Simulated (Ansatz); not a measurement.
**Sensitivity of a calculation on Rb2AlInF6 (Fm-3m, 10 atoms in the cell) to its settings**

```yaml
crystal:
  lattice:
    - [0.00000, 4.55833, 4.55833]
    - [4.55833, 0.00000, 4.55833]
    - [4.55833, 4.55833, 0.00000]
  atoms:
    - { symbol: Rb, position: [0.25000, 0.25000, 0.25000] }
    - { symbol: Rb, position: [0.75000, 0.75000, 0.75000] }
    - { symbol: Al, position: [0.00000, 0.00000, 0.00000] }
    - { symbol: In, position: [0.50000, 0.50000, 0.50000] }
    - { symbol: F, position: [0.20514, 0.20514, 0.79486] }
    - { symbol: F, position: [0.79486, 0.79486, 0.20514] }
    - { symbol: F, position: [0.79486, 0.20514, 0.20514] }
    - { symbol: F, position: [0.20514, 0.79486, 0.79486] }
    - { symbol: F, position: [0.20514, 0.79486, 0.20514] }
    - { symbol: F, position: [0.79486, 0.20514, 0.79486] }
```

Base run A: HSE06, default PAW files made with PBE (Ansatz, a program for electronic structure), self-consistent single point.

Its settings: basis.ecutwfc = 420 eV; kpoints.mp_grid.grid = 3 3 3; hamiltonian.xc = hse06; hamiltonian.pseudopotentials = {kind: paw} (the program's default PAW files); scf.occupations.method = gaussian; scf.occupations.width = 0.05 eV.

The starting cell comes from a database of computed structures (which also holds hypothetical and non-ambient phases and stackings), without a prior relaxation at this level. Its lattice was rescaled by a random factor within 2.5 % of one. In the base run, with a pressure of about -3 GPa the cell is away from its equilibrium volume at this level. Ansatz's pressure includes its estimate of the finite-basis (Pulay) stress. Another mesh or the band path of this cell gives a smaller gap, so this value is not converged in the mesh.

ΔF is the free energy per atom less that of run A. A dash stands where there is no value to compare (another energy zero or no entropy term, no result, no spin, no clean gap, or a mesh too coarse for one). Absolute energies have different zeros for different potentials, functionals, Hubbard and dispersion terms and are not compared across them.

Run A gave: pressure (GPa) -3.49; largest force (eV/Å) 0.627; gap on the mesh (eV) 5.324.

Runs:
- B: hamiltonian.xc: hse06 → pbesol [PBEsol]
- C: hamiltonian.xc: hse06 → pbe0 [PBE0]
- D: scf.convergence.dr2_threshold: default (1e-07 eV) → 1e-12 eV
- E: scf.self_checks: default → high
- F: scf.exx.singularity: default → none

Task: What does run B change against A?

Result: The pressure goes from -3.49 to -4.08 GPa, the largest force goes from 0.627 to 0.379 eV/Å and the gap on the mesh goes from 5.324 to 4.272 eV.

Task: What does run C change against A?

Result: The pressure hardly changes (-3.49 to -3.54 GPa), the largest force hardly changes (0.627 to 0.625 eV/Å) and the gap on the mesh goes from 5.324 to 6.065 eV.

```
run  ΔF (meV/atom)  pressure (GPa)  largest force (eV/Å)  gap on the mesh (eV)
---  -------------  --------------  --------------------  --------------------
A             0.00           -3.49                 0.627                 5.324
B                –           -4.08                 0.379                 4.272
C                –           -3.54                 0.625                 6.065
D             0.00           -3.49                 0.627                 5.324
E             0.00           -3.49                 0.627                 5.324
F                –           -3.49                 0.627                 5.323
```

Keys are those of Ansatz 0.2.
